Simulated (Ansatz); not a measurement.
Base system: SbP in the rock salt structure (space group Fm-3m, No. 225; a = 5.6007 Å; a hypothetical phase, not in the database extracts checked).

The values are results of r2SCAN (Ansatz, a first-principles code), spin-orbit coupling left out, not measurements.

For the base:

- Lattice parameter a: 5.601 Å
- Band gap: zero

Perturbation: hydrostatic tension (pressure −2 GPa).

### Question
Estimate the effect on the lattice parameter a and band gap.

### Answer
The lattice parameter a increases by 0.050 Å, from 5.601 Å to 5.651 Å; the band gap stays zero.

Load acts through the strain it causes; cell and atoms are relaxed under it. Stability against distortions was not tested. The final runs are not spin-polarised.
